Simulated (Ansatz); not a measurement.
The structure below was relaxed with LDA (Ansatz, a quantum-chemistry and plane-wave program, PAW, without spin-orbit coupling), at pressure 22.5 GPa.

```
CELL_PARAMETERS angstrom
      0.00000     1.87463     1.87463
      1.87463     0.00000     1.87463
      1.87463     1.87463     0.00000
ATOMIC_POSITIONS crystal
  Ir 0.00000 0.00000 0.00000
```

Find the space group and the Wyckoff positions.

Space group Fm-3m (No. 225); a = b = c = 3.7493 Å, α = β = γ = 90.00°

```json
[
 {"atom": "Ir", "site": "4a", "symmetry": "m-3m", "x": "0.0000", "y": "0.0000", "z": "0.0000"}
]
```

Describe the coordination.

The crystal has 4 atoms in its conventional cell. Cell: a = b = c = 3.749 Å, α = β = γ = 90.00°. Ir is coordinated by 12 Ir at 2.651 Å (cuboctahedral). (Neighbours: up to the widest gap in distance over summed covalent radii, below 1.35, at either atom.)

Load acts through the strain it causes; cell and atoms are relaxed under it. Whether these cells are dynamically stable was not tested. Competing high-pressure phases were not computed. All final runs are without spin polarisation. The cell was made from Ir in the fcc (Cu type) structure (space group Fm-3m, No. 225) by this change: pressure 22.5 GPa.
